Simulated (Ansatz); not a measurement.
Take InP in the zinc blende structure (space group F-43m, No. 216; a = 5.907 Å) as the base. Axes: x, y, z lie along the cube axes.

All numbers come from r2SCAN, PAW, 500 eV (Ansatz, a quantum-chemistry and plane-wave program; no spin-orbit coupling), earlier PAW set.

A first run, uniaxial strain ε_xx = +1.56 %, gives secant values C11 ≈ 96 GPa and C12 ≈ 50 GPa from its stress. A second run applies biaxial strain −2.22 %, plane normal [001], relaxed out of plane.

Task: What does linear elasticity predict for −ε⊥/ε∥ in the second run, and what does the run give?

Result: Linear elasticity: 2 C12/C11 = 1.04. The run gives 1.08; any difference comes from nonlinear terms at these strains and numerical noise.

Stability against distortions was not tested.
